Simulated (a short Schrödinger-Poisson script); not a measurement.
# Symmetric double-gate stack, Al2O3 on p-type Si(110)

Stack: symmetric double-gate stack, Al2O3 on p-type Si(110), at 300 K.

| layer | material | thickness (nm) | Na (cm⁻³) |
|---|---|---|---|
| 1 | Al2O3 | 2.5 | - |
| 2 | Si | 5 | 9e15 |
| 3 | Al2O3 | 2.5 | - |

Constants are typed, rounded textbook-type inputs, not results; the design itself was drawn at random and stands for no fabricated device. Al2O3: permittivity 9, conduction-band edge (eV) 2.7, gap (eV) 6.8, electron mass (mₑ) 0.3. Si: permittivity 11.7, conduction-band edge (eV) 0, gap (eV) 1.124, Nv at 300 K (cm⁻³) 3.1e19.

Channel valleys (confinement mass, in-plane density-of-states mass, number): Δ4 0.315, 0.324, 4; Δ2 0.19, 0.417, 2. At the gates, both at one voltage, the conduction-band edge of layer 1 lies 3.06 eV − eVg above the Fermi level of the channel. Gaps are held at their typed values at every temperature. Mesh 0.03 nm at interfaces.

Solved with a short Schrödinger-Poisson script written for these runs: 1D Poisson equation in equilibrium, electrons quantum, Hartree (BenDaniel-Duke, 12 states a valley, the channel's in-plane mass for all, wave functions free to enter the dielectric), parabolic valleys, classical holes, full ionisation, no traps, pinning or gate leakage.

```
Vg (V)  electrons (cm⁻²)  C (μF/cm²)  Δ4 E0 (meV)  Δ4 E1 (meV)  Δ2 E0 (meV)  Δ2 E1 (meV)
------  ----------------  ----------  -----------  -----------  -----------  -----------
0.05              2.32e7     < 0.003        350.9        472.9        371.4        555.3
0.1               1.60e8     < 0.003        300.9        422.9        321.4        505.3
0.15              1.11e9     0.00699        250.9        372.9        271.5        455.3
0.2               7.59e9      0.0475        201.2        323.1        221.7        405.5
0.25             4.95e10       0.292        152.7        274.5        173.2        356.9
0.3              2.56e11        1.18        110.0        231.3        130.5        313.7
0.35             8.13e11        2.37         79.9        199.7        100.3        281.8
0.4              1.68e12        3.12         60.7        178.3         80.9        260.0
0.45             2.72e12        3.53         47.6        162.6         67.6        243.9
0.5              3.86e12        3.78         37.9        150.1         57.8        231.0
0.55             5.07e12        3.94         30.3        139.5         49.9        220.0
0.6              6.31e12        4.05         23.9        130.2         43.4        210.3
0.65             7.59e12        4.15         18.4        121.8         37.7        201.5
0.7              8.90e12        4.22         13.6        114.1         32.8        193.4
0.75             1.02e13        4.28          9.3        107.0         28.4        185.8
0.8              1.16e13        4.34          5.4        100.3         24.4        178.7
0.85             1.29e13        4.39          1.8         94.0         20.7        172.0
0.9              1.43e13        4.43         -1.5         88.1         17.3        165.7
0.95             1.57e13        4.48         -4.6         82.4         14.1        159.7
1                1.71e13        4.52         -7.5         77.0         11.2        153.9
1.05             1.85e13        4.56        -10.3         71.8          8.4        148.4
```

Subbands count from the Fermi level. The capacitance is that of both gates.
